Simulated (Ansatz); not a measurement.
Cubic perovskite KMgF3, treated with BLYP in Ansatz (PAW).

Run with plane-wave cutoff 520 eV, 8×8×8 k mesh, Fermi–Dirac smearing 0.01 eV, scalar-relativistic PAW data made under PBE.

The cell has the measured lattice: a = b = c = 3.990 Å, α = β = γ = 90.00°.

**Question.** Give the computed band gap and smallest direct gap on the k points sampled.

**Answer.** 
band gap: 7.43 eV (indirect)
smallest direct gap on the k points sampled: 7.75 eV

Note: cell and atoms aren't relaxed at this level (pressure 4.8 GPa).

Computed values are for the static lattice.

Ansatz is an electronic-structure program.
